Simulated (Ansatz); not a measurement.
The cell is built on a prototype and need not be the phase stable at ambient conditions.

By PBEsol, the system below comes out a metal.

The ballistic (Sharvin) conductance counts the channels at the Fermi level: G/A = (e²/h) × channels of both spins per area.

Here is the system:

```
RuB
1.0
    3.78084     0.00000     0.00000
   -1.89042     3.27430     0.00000
    1.89042     1.09143     1.54352
Ru B
1 1
Direct
  0.00000   0.00000   0.00000
  0.00000   0.50000   0.50000
```

Space group of this cell: Pm-3m, CsCl type. The cell was relaxed by PBE-D3(BJ); by PBEsol its mean pressure is -0.9 GPa.

The current flows along the normal of the first two printed cell vectors. No spin-orbit coupling; the value is a mean over 0.1 eV about the Fermi level.

**Question.** Compute, with PBEsol in Ansatz (a program for electronic structure), the ballistic conductance per area.

**Answer.** 1.8 × 10¹⁵ S/m² for both spins.
